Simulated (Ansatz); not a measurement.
Base system: Si in the diamond structure (space group Fd-3m, No. 227; a = 5.434 Å).

Perturbation: every Si is replaced by Ge, then cell and atoms are relaxed.

Levels (all Ansatz, an electronic-structure program, PAW): PBEsol (420 eV, spin-orbit coupling left out); r2SCAN (500 eV, scalar-relativistic without spin-orbit coupling).

The geometry is relaxed with PBEsol.

| Item | Value |
|---|---|
| PBEsol band gap | zero |
| PBEsol pressure | 0.0 GPa |

With r2SCAN at the same geometry, the band gap goes from zero to 0.35 eV; the pressure is still 0.0 GPa.

Single points use the geometry relaxed with PBEsol. Their cutoffs differ, which shifts pressures a little. Whether these cells are dynamically stable was not tested. The zero or small gap of Ge can change with the level of theory.
